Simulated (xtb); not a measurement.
xtb 6.7.1, GFN2-xTB: Sc(F)(amdMe)2 (CC1[N](C)[Sc]2([F])([N](C)C(C)=[N]->2C)<-[N]=1C), 32 atoms. The geometry is a generated start, not checked to be a minimum at this level.

```
Item                       Value
-----------------  -------------
run flags                 --grad
method                  GFN2-xTB
--acc                1 (default)
--etemp (K)        300 (default)
basis functions               80
valence electrons             80
```

Charge 0 and multiplicity 1 are set for this test and not shown to be the ground state.

One run each on 1 thread. Values of broydamp tried: 0.02, 0.05, 0.1, 0.2, 0.4 (default), 0.6, 0.8, 1.

### Question
Predict the course of the SCC iterations along this series.

### Answer
Fewest SCC iterations: 0.2 with 17. The count rises to 40 at 0.02. All converge to one solution.

```tsv
broydamp	SCC iterations	end
0.02	40	same solution
0.05	20	same solution
0.1	20	same solution
0.2	17	same solution
0.4 (default)	19	same solution
0.6	21	same solution
0.8	22	same solution
1	22	same solution
```
